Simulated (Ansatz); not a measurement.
# Mg₃SiO in the anti-perovskite structure (space group Pm-3m, No. 221; a hypothetical phase, not in the database extracts checked)

```yaml
crystal:
  lattice:
    - [4.22219, 0.00000, 0.00000]
    - [0.00000, 4.22219, 0.00000]
    - [0.00000, 0.00000, 4.22219]
  atoms:
    - { symbol: Mg, position: [0.00000, 0.50000, 0.50000] }
    - { symbol: Mg, position: [0.50000, 0.00000, 0.50000] }
    - { symbol: Mg, position: [0.50000, 0.50000, 0.00000] }
    - { symbol: Si, position: [0.00000, 0.00000, 0.00000] }
    - { symbol: O, position: [0.50000, 0.50000, 0.50000] }
```

The values are results of PBE (Ansatz, a first-principles code), spin-orbit coupling left out, not measurements. k-mesh 11×11×11 (Γ-centred); smearing 0.05 eV (Fermi–Dirac).

- Volume per atom: 15.05 Å³
- Density: 2.58 g/cm³
- Band gap: zero
- Total energy: -1395.432 eV/atom (σ→0; compares only within this code and set-up)

Whether these cells are dynamically stable was not tested. All final runs are without spin polarisation. A zero or small gap of Mg3SiO can be the functional's error rather than a property of the material.
